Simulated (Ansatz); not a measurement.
Take GaN in the zinc blende structure (space group F-43m, No. 216; a = 4.498 Å) as the base.

The values are results of plane-wave PAW DFT at the PBEsol level (Ansatz, a quantum-chemistry and plane-wave program, 420 eV), no SOC, not measurements.

One change was made to it. Results:

The band gap goes up by 0.61 eV, from 1.70 eV to 2.31 eV; the hole mass (degenerate bands, along [100]) goes from 0.16, 0.86, 0.86 mₑ (at Γ) to 0.21, 0.81, 0.81 mₑ (at Γ); the lattice parameter a shrinks by 0.143 Å, from 4.498 Å to 4.355 Å.

Which of these changes matches the shifts?
(A) pressure 2.1 GPa
(B) pressure 22.5 GPa
(C) pressure 4.5 GPa

B, pressure 22.5 GPa. For comparison, the band gap in the other runs: pressure 4.5 GPa gives 1.84 eV; pressure 2.1 GPa gives 1.77 eV.

Load acts through the strain it causes; cell and atoms are relaxed under it. Masses are band curvatures over ±0.01 Å⁻¹ around the edge. Stability against distortions was not tested. Tetrahedral semiconductors of this kind turn to denser phases somewhere between about 1 and 50 GPa; those were not computed, so compressed cells here can lie past the real transition. This is not the structure that GaN has at room temperature and ambient pressure.
